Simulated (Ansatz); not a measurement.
Slab thickness and the (111) surface of fcc Cu: the same face, mesh and vacuum, all atoms relaxed.

The numbers are results of PBE (plane waves to 420 eV, PAW; Ansatz, an electronic-structure program), not measurements.

```json
[
 {"atoms": "2", "thickness (Å)": "2.1", "γ (J/m²)": "1.32", "work function, top face (eV)": "…", "rough cost": "very roughly 13 core-seconds"},
 {"atoms": "3", "thickness (Å)": "4.1", "γ (J/m²)": "…", "work function, top face (eV)": "4.78", "rough cost": "around 20 core-seconds (rough)"},
 {"atoms": "4", "thickness (Å)": "6.2", "γ (J/m²)": "1.33", "work function, top face (eV)": "4.78", "rough cost": "roughly 29 core-seconds"},
 {"atoms": "5", "thickness (Å)": "8.3", "γ (J/m²)": "1.30", "work function, top face (eV)": "4.78", "rough cost": "roughly 40 core-seconds"},
 {"atoms": "6", "thickness (Å)": "10.4", "γ (J/m²)": "1.34", "work function, top face (eV)": "4.80", "rough cost": "about 100 core-seconds (a rough figure)"},
 {"atoms": "7", "thickness (Å)": "12.5", "γ (J/m²)": "1.30", "work function, top face (eV)": "4.81", "rough cost": "about 70 core-seconds (a rough figure)"},
 {"atoms": "8", "thickness (Å)": "14.6", "γ (J/m²)": "1.33", "work function, top face (eV)": "4.80", "rough cost": "roughly 80 core-seconds"},
 {"atoms": "10", "thickness (Å)": "18.8", "γ (J/m²)": "1.32", "work function, top face (eV)": "4.81", "rough cost": "roughly 2.3 core-minutes"},
 {"atoms": "12", "thickness (Å)": "23.0", "γ (J/m²)": "1.31", "work function, top face (eV)": "4.80", "rough cost": "about 2.7 core-minutes (a rough figure)"}
]
```

Problem. Complete the blanks.

Solution. 
- 2, work function, top face (eV): 4.77
- 3, γ (J/m²): 1.29
